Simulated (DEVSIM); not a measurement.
Device: Ti/AlN/p-GaAs capacitor, at 250 K.

| layer (left to right) | material | thickness (nm) | Na (cm⁻³) |
|---|---|---|---|
| 1 | AlN | 2.90 | - |
| 2 | GaAs | 1900 | 1.1e17 |

Metal gate on the left, work function 4.33 eV. Fixed charge at the semiconductor interface 1.6e11 cm⁻² (in units of +e); no interface traps.

Constants are typed, rounded textbook-type inputs, not results; the design itself was drawn at random and stands for no fabricated device. Values at 300 K; Nc and Nv go as T^1.5, mobilities as T to minus their exponent, the gap by Varshni's rule with the affinity fixed.

```tsv
parameter	AlN	GaAs
gap (eV)	6.1	1.424
affinity (eV)	1.9	4.07
permittivity	8.5	12.9
Nc (cm⁻³)	-	4.7e17
Nv (cm⁻³)	-	9e18
Varshni α (eV/K)	-	0.000541
Varshni β (K)	-	204
```

DEVSIM, 1D Poisson equation in equilibrium, Boltzmann statistics, complete ionisation; no quantum confinement or tunnelling. Metal contacts follow the ideal Schottky-Mott rule: no Fermi-level pinning, no interface dipoles.

The temperature was swept, all else fixed.

```
temperature (K)  flat-band voltage (V)  minimum of the low-frequency capacitance (μF/cm²)
---------------  ---------------------  -------------------------------------------------
250                              -1.11                                             0.0890
300                              -1.06                                             0.0925
350                              -1.01                                             0.0967
400                              -0.96                                                  …
450                              -0.91                                              0.104
500                              -0.86                                              0.110
```

Question: What belongs in the gaps?

Answer: 
- 400, minimum of the low-frequency capacitance (μF/cm²): 0.0999
